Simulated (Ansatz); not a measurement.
SiO2 (Cmc2₁, No. 36, 36 atoms in the cell; start mp-16964; a measured phase of this formula has another space group), treated with LDA (PAW; Ansatz, an electronic-structure program).

Numerical settings: plane-wave cutoff 520 eV, 4×4×6 k mesh (along the axes of the cell as run), Fermi–Dirac smearing 0.01 eV, scalar-relativistic PAW data made under PBE.

Cell (relaxed at this level):

Space group Cmc2₁ (No. 36); a = 13.8454 Å, b = 17.3970 Å, c = 5.0104 Å, α = β = γ = 90.00°

```json
[
 {"atom": "Si", "site": "8b", "symmetry": "1", "x": "0.2944", "y": "0.2888", "z": "0.0007"},
 {"atom": "Si", "site": "8b", "symmetry": "1", "x": "0.2940", "y": "0.0483", "z": "0.4128"},
 {"atom": "Si", "site": "4a", "symmetry": "m..", "x": "0.0000", "y": "0.2752", "z": "0.3845"},
 {"atom": "Si", "site": "4a", "symmetry": "m..", "x": "0.0000", "y": "0.6214", "z": "0.3855"},
 {"atom": "O", "site": "8b", "symmetry": "1", "x": "0.2282", "y": "0.1210", "z": "0.4853"},
 {"atom": "O", "site": "8b", "symmetry": "1", "x": "0.4066", "y": "0.0694", "z": "0.4408"},
 {"atom": "O", "site": "4a", "symmetry": "m..", "x": "0.0000", "y": "0.3052", "z": "0.0810"},
 {"atom": "O", "site": "8b", "symmetry": "1", "x": "0.0937", "y": "0.2231", "z": "0.4322"},
 {"atom": "O", "site": "4a", "symmetry": "m..", "x": "0.0000", "y": "0.6513", "z": "0.0813"},
 {"atom": "O", "site": "8b", "symmetry": "1", "x": "0.2740", "y": "0.2579", "z": "0.2977"},
 {"atom": "O", "site": "8b", "symmetry": "1", "x": "0.2702", "y": "0.0215", "z": "0.1130"}
]
```
(The calculation used a cell of 36 atoms; values per cell refer to that cell.)

Task: Give the computed band gap and smallest direct gap on the k points sampled.

Result: 
- band gap = 5.73 eV (indirect)
- smallest direct gap on the k points sampled = 5.77 eV

The computed numbers hold no vibrational or temperature effects.

Computing time: roughly 6 core-minutes.

A start named mp-… is a Materials Project structure, which need not be a measured phase.
